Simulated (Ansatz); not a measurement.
# What uniaxial strain ε_zz = −1.50 % does to Mg2Ge

Consider Mg2Ge in the anti-fluorite structure (space group Fm-3m, No. 225; a = 6.364 Å). Axes: x, y, z lie along the cube axes.

Now apply this change: uniaxial strain ε_zz = −1.50 %, all other strain components held at zero, atoms relaxed at fixed cell.

All numbers come from PBEsol/PAW in Ansatz (a quantum-chemistry and plane-wave program), scalar-relativistic without spin-orbit coupling. Γ-centred 13×13×13 mesh, Fermi–Dirac width 0.05 eV.

```tsv
quantity	base	changed	shift
volume per atom	21.48 Å³	21.16 Å³	-0.32 Å³
space group	Fm-3m (No. 225)	I4/mmm (No. 139)	–
shortest interatomic distance	5.208 bohr	5.182 bohr	-0.026 bohr
energy relative to the base (free energy F)	0 meV/atom	+1.7 meV/atom	+1.7 meV/atom
pressure (mean of the normal stresses, compression positive)	0.0 GPa	0.8 GPa	+0.8 GPa
band gap	0.08 eV	zero	–
stress (xx, yy, zz, yz, xz, xy; compression positive) (rough)	–	(0.4, 0.4, 1.7, 0.0, 0.0, 0.0) GPa	–
```

Without a gap, meshes like the base's 13×13×13 leave anisotropic stresses uncertain by several tenths of a GPa, and small strain energies with them. No phonon test of stability was made. The final runs are not spin-polarised. The zero or small gap of Mg2Ge can change with the level of theory.
